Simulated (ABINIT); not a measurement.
ABINIT 10.0.3, DFT, PBE, plane waves, JTH v2.0 PBE PAW: HfB2 (from the phase in space group 191, mp-1994), 3 atoms. Basis and mesh were picked for this test and aren't claimed converged.

```
Item                                                                Result
----------------------------------------  --------------------------------
cell                                      3.13, 3.13, 3.48 Å; 90, 90, 120°
task                                                                   scf
ecut                                                                 15 Ha
pawecutdg                                                            30 Ha
nband                                                                   16
k mesh (ngkpt)                                                       6×6×6
shiftk                                                               0×0×0
nstep                                                                  100
tolvrs                                                               1e-09
occopt                                                                   7
tsmear                                                            0.002 Ha
prtwf                                                                    0
prtden                                                                   0
paral_kgb                                                                1
ranks over k-points and spins (np_spkpt)                                 2
ranks over bands (npband)                                                1
ranks over FFT planes (npfft)                                            1
bands a rank in one block (bandpp)                                      16
wfoptalg                                                               114
nline                                                          4 (default)
kptopt                                                         1 (default)
k-points after symmetry                                                 28
bands                                                                   16
symmetry operations                                                     24
```

Settings of this run: diemac = 12, iscf = 17, diemix = 0.2, iprcel = 0, npulayit = 7, dielng = 1.07748; 2 ranks.

| iteration | deltaE (Ha) | residm | nres2 |
|---|---|---|---|
| 1 | -5.591E+01 | 1.081E-04 | 4.553E+00 |
| 2 | 2.241E-02 | 2.132E-06 | 2.310E+00 |
| 3 | 1.984E-02 | 3.950E-06 | 8.918E-02 |
| 4 | 2.101E-04 | 5.563E-05 | 3.115E-02 |
| 5 | 1.710E-04 | 6.438E-05 | 8.893E-04 |
| 6 | 1.002E-05 | 1.775E-06 | 3.338E-04 |
| 7 | 2.080E-06 | 7.870E-07 | 6.259E-06 |
| 8 | 2.557E-08 | 4.004E-07 | 1.066E-06 |
| 9 | -2.790E-08 | 2.114E-05 | 6.854E-07 |
| 10 | -1.797E-08 | 1.114E-06 | 4.269E-07 |
| 11 | -1.061E-08 | 5.965E-07 | 2.730E-07 |
| 12 | -6.691E-09 | 5.448E-07 | 1.747E-07 |
| 13 | -4.074E-09 | 7.614E-07 | 1.118E-07 |
| 14 | -2.453E-09 | 2.483E-07 | 7.151E-08 |
| 15 | -1.439E-09 | 1.304E-06 | 4.576E-08 |
| 16 | -8.157E-10 | 3.374E-07 | 2.929E-08 |
| 17 | -4.475E-10 | 5.523E-07 | 1.875E-08 |
| 18 | -2.205E-10 | 5.895E-07 | 1.200E-08 |
| 19 | -8.978E-11 | 5.625E-07 | 7.681E-09 |
| 20 | -1.649E-11 | 4.708E-07 | 4.917E-09 |
| 21 | 1.852E-11 | 5.766E-07 | 3.147E-09 |
| 22 | 4.019E-11 | 1.272E-06 | 2.014E-09 |
| 23 | 4.741E-11 | 6.834E-07 | 1.289E-09 |
| 24 | 4.997E-11 | 6.292E-07 | 8.249E-10 |

It converged after 24 SCF iterations.

Which change of one setting makes this cycle converge in far fewer steps?

This is not unique; one that fits is diemix = 0.7 (default) (7 SCF iterations), all else kept. The first change moves the result by: energy under 0.001 meV/atom, pressure under 0.001 GPa. Counts are of single runs.
